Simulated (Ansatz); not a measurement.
The reference is Ba in the diamond structure (space group Fd-3m, No. 227; a hypothetical phase, not in the database extracts checked; relaxed with 0.1 eV smearing).

```xyz
2
Lattice="0.0000 3.7043 3.7043 3.7043 0.0000 3.7043 3.7043 3.7043 0.0000" Properties=species:S:1:pos:R:3 pbc="T T T"
Ba     5.5564     5.5564     5.5564
Ba     3.7043     3.7043     3.7043
```

Method: PBEsol/PAW in Ansatz (a first-principles code), no spin-orbit coupling.

For the base:

- Pressure = 0.0 GPa

One thing is altered: the cell is scaled by 0.9514 in all directions; the atoms relax in the strained cell.

Q: What happens to the energy relative to the base?

A: The energy increases by 65 meV/atom.

Q: Predict the new pressure.

A: The pressure goes from zero to 3.5 GPa.

Whether these cells are dynamically stable was not tested.
